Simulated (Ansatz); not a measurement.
```yaml
crystal:
  lattice:
    - [14.00000, 0.00000, 0.00000]
    - [0.00000, 11.00000, 0.00000]
    - [0.00000, 0.00000, 4.48712]
  atoms:
    - { symbol: Ba, position: [0.36545, 0.50000, 0.00000] }
    - { symbol: Ba, position: [0.63455, 0.50000, 0.50000] }
```

These are PBE (plane waves to 420 eV, PAW; Ansatz, an electronic-structure program) values and carry that method's errors. Mesh 1×1×50. No spin polarisation. It repeats along c; a and b span vacuum. A hypothetical model. Symmetry and one short period hold its shape; lower forms weren't sought. Pairing along the axis, which can open a gap, is among the distortions not tried. On relaxing, bonds broke or formed, so the name tells the start alone.

### Question
Tabulate the two highest filled and two lowest empty levels along the axis, from the valence top.

### Answer
| k (2π/c) | v2 (eV) | v1 (eV) | c1 (eV) | c2 (eV) |
|---|---|---|---|---|
| 0.000 | -1.82 | -0.94 | 0.10 | 0.36 |
| 0.042 | -1.80 | -0.92 | 0.10 | 0.37 |
| 0.083 | -1.74 | -0.84 | 0.11 | 0.41 |
| 0.125 | -1.64 | -0.72 | 0.13 | 0.45 |
| 0.167 | -1.50 | -0.56 | 0.14 | 0.43 |
| 0.208 | -1.34 | -0.37 | 0.15 | 0.39 |
| 0.250 | -1.15 | -0.17 | 0.15 | 0.34 |
| 0.292 | -0.95 | -0.03 | 0.14 | 0.36 |
| 0.333 | -0.75 | -0.01 | 0.13 | 0.42 |
| 0.375 | -0.56 | -0.05 | 0.12 | 0.33 |
| 0.417 | -0.41 | -0.10 | 0.12 | 0.25 |
| 0.458 | -0.29 | -0.16 | 0.12 | 0.19 |
| 0.500 | -0.22 | -0.22 | 0.15 | 0.15 |
